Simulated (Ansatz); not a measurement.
Lu is modelled in the hexagonal space group P6₃/mmc (No. 194), the hcp (Mg type) structure, Pearson symbol hP2. Cell: a = b = 3.5049 Å, c = 5.4605 Å, α = β = 90.00°, γ = 120.00°. Lu on 2c is surrounded by 12 Lu at 3.398–3.505 Å (anticuboctahedral). (Neighbours: up to the widest gap in distance over summed covalent radii, below 1.35, at either atom.)

Lu (P6_3/mmc), PBE, DFPT electron-phonon coupling, linearised Boltzmann equation (plane waves, PAW, scalar-relativistic; Ansatz, a quantum-chemistry and plane-wave program): the phonon-limited resistivity at 300 K is 56.9 μΩ·cm (x, the basal plane), 56.9 μΩ·cm (y, the basal plane), 25.6 μΩ·cm (z, c). Third figures are kept for the arithmetic.

Task: Bound the resistivity of a random, dense polycrystal without boundary scattering, and give the anisotropy.

Result: Largest over smallest: 2.2. Upper bound, grains in series: (56.9 + 56.9 + 25.6)/3 = 46 μΩ·cm. Lower bound, grains side by side: 3/Σ(1/ρ) = 40 μΩ·cm. The best single-crystal direction lies 37 % under the lower bound.

Task: The current-weighted mean free path is 2.84 nm along x and 2.56 nm along z. How does ρ₀ℓ differ between these directions?

Result: x: 56.9 × 2.84 = 16.2×10⁻¹⁶ Ω·m²; z: 25.6 × 2.56 = 6.6×10⁻¹⁶ Ω·m², a ratio of 2.5. The size effect in a wire also hangs on the velocities towards its walls, so the isotropic formulas don't carry over to this crystal.

A metal at this level (no band gap). Only scattering by harmonic phonons is included (no impurities, grain boundaries, electron-electron scattering or thermal expansion). Spin-orbit coupling is left out, which matters with elements this heavy. The run warned that the eigensolver left some states short of its tolerance. Halving the electron mesh (28x28x16) moves the resistivity by up to 5 % at 300 K, the mean free path by up to 5 %. Smearing 0.20 eV; phonons on a 5x5x3 q mesh, which this run doesn't test.
